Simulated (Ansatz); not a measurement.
By PBEsol, the system below comes out a metal.

Given:

```
Ag
1.0
    2.90222     0.00000     0.00000
    0.00000     2.90222     0.00000
    1.45111    -1.45111     2.05218
Ag
1
Direct
  0.00000   0.00000   0.00000
```

Space group of this cell: Fm-3m, fcc (Cu type). The cell is taken as given; by PBEsol its mean pressure is -4.0 GPa.

The current runs along the normal of the first two printed vectors, the (001) plane. All runs by Ansatz (a quantum-chemistry and plane-wave program), plane waves and PAW, without spin-orbit coupling; the base is PBEsol.

```
run                                                      mean pressure (GPa)  G/A, both spins (10¹⁵ S/m²)
-------------------------------------------------------  -------------------  ---------------------------
base                                                                    -4.0                         0.86
all lengths scaled by 0.98                                               3.0                         0.88
all lengths scaled by 1.02                                              -8.7                          ___
lengths across the current scaled by 0.98, ions clamped                  0.4                         0.88
lengths across the current scaled by 1.02, ions clamped                 -7.3                          ___
lengths along the current scaled by 0.97, ions clamped                  -0.8                         0.88
lengths along the current scaled by 1.03, ions clamped                  -6.5                          ___
```

### Question
What belongs in the gaps?

### Answer

- all lengths scaled by 1.02, G/A, both spins (10¹⁵ S/m²): 0.83
- lengths across the current scaled by 1.02, ions clamped, G/A, both spins (10¹⁵ S/m²): 0.84
- lengths along the current scaled by 1.03, ions clamped, G/A, both spins (10¹⁵ S/m²): 0.84
